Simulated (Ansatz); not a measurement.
Effect of isotropic strain +2.50 % on GaP

Take GaP in the zinc blende structure (space group F-43m, No. 216; a = 5.451 Å) as the base.

Perturbation: an isotropic linear strain of +2.50 %, atoms relaxed at fixed cell.

Computed with r2SCAN (Ansatz, an electronic-structure program, PAW, without spin-orbit coupling). k-mesh 10×10×10 (Γ-centred); smearing 0.05 eV (Fermi–Dirac).

```csv
quantity,base,changed,shift
volume per atom,20.25 Å³,21.81 Å³,+1.56 Å³
space group,F-43m (No. 216),F-43m (No. 216),–
shortest interatomic distance,2.360 Å,2.419 Å,+0.059 Å
energy relative to the base (free energy F),0 meV/atom,+29 meV/atom,+29 meV/atom
pressure,0.0 kbar,-55.1 kbar,-55.16 kbar
band gap,1.85 eV,1.72 eV,-0.13 eV
gap character,"indirect, Γ → Γ–X (87 % along)",direct at Γ,–
width of the top valence band,3.54 eV,3.19 eV,-0.35 eV
electron mass,"1.1 mₑ along k, 0.23 mₑ across (off the special points)",0.10 mₑ (at Γ),–
"valley order (the lowest conduction-band minima on the path, energy above the VBM, named in the base's zone)","a point along ⟨100⟩, about 1.0 Å⁻¹ from Γ 1.85 eV; L along ⟨111⟩ 2.04 eV; Γ 2.36 eV","Γ 1.72 eV; L along ⟨111⟩ 1.80 eV; a point along ⟨100⟩, about 1.0 Å⁻¹ from Γ 1.95 eV",–
```

Masses are band curvatures over ±0.01 Å⁻¹ around the edge. Along k means along the line from Γ to the band edge. Whether these cells are dynamically stable was not tested.
